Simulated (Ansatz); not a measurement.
Structures of equal composition on the (111) surface of fcc Al: a pseudomorphic layer of Si in the host's stacking; a pseudomorphic layer of Si in the other hollow. The slabs share one bottom face, and each structure is named by its start. These are constructed structures in small cells; real faces may alloy, dewet or reconstruct in larger ones, and not all known structures of the face are among them. Slabs of about 12 Å, Fermi-Dirac smearing of 0.1 eV. Bottom of the slabs: a bare face, its two planes held. Relaxed from the named starts with such symmetry as they have, on meshes of like density; energies extrapolated to zero smearing; spin only where a row says so; no spin-orbit coupling, no U. Brackets mark spin-polarised runs, whose order is one that fits the cell.

Computed with PBE (plane waves to 420 eV, PAW; Ansatz, a first-principles code).

Task: Order them by energy per 1x1 cell (lowest first) at the level PBE.

Result: a pseudomorphic layer of Si in the host's stacking (0.000 eV), a pseudomorphic layer of Si in the other hollow (0.069 eV)
